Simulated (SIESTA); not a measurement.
Band structure of La2PBr2 (P-3m1, 5 atoms in the cell).

```
La2PBr2
1.0
    4.26955     0.00000     0.00000
   -2.13477     3.69754     0.00000
    0.00000     0.00000    10.20334
La P Br
2 1 2
Direct
  0.33333   0.66667   0.83934
  0.66667   0.33333   0.16066
  0.00000   0.00000   0.00000
  0.66667   0.33333   0.65640
  0.33333   0.66667   0.34360
```

Computed with SIESTA with GGA PBEsol, numerical atomic orbitals TZP, PseudoDojo PBEsol standard norm-conserving potentials (rewritten from UPF to PSML).

Settings: XC.functional = GGA; XC.authors = PBEsol; potentials = PseudoDojo PBEsol standard; PAO.BasisSize = TZP; PAO.EnergyShift = 0.005 Ry; MeshCutoff = 350 Ry; kgrid.MonkhorstPack = 7 7 3; OccupationFunction = MP; OccupationMPOrder = 0; ElectronicTemperature = 1578.21 K; MaxSCFIterations = 150; SCF.Mixer.Method = Pulay; SCF.Mixer.Weight = 0.25; SCF.Mixer.History = 6.

The starting cell comes from a database of computed structures (which also holds hypothetical and non-ambient phases and stackings), without a prior relaxation at this level. Values carry the incompleteness of an atom-centred basis.

Levels in eV from the Fermi level, bands 17 to 22:
```tsv
point	17	18	19	20	21	22
Γ	-3.66	-2.11	-1.84	-1.84	0.72	0.72
M	-3.65	-2.64	-2.15	-1.97	-0.85	1.91
K	-3.76	-2.63	-2.63	-2.32	1.25	1.48
A	-3.56	-2.56	-1.87	-1.87	0.74	0.74
L	-3.81	-2.78	-2.22	-1.93	-0.72	1.81
H	-3.81	-2.61	-2.61	-2.32	1.33	1.61
```

Bands cross the Fermi level along this path, so the cell is metallic at this level.

Higher empty bands are left out: an atom-centred basis made for the valence describes them poorly.
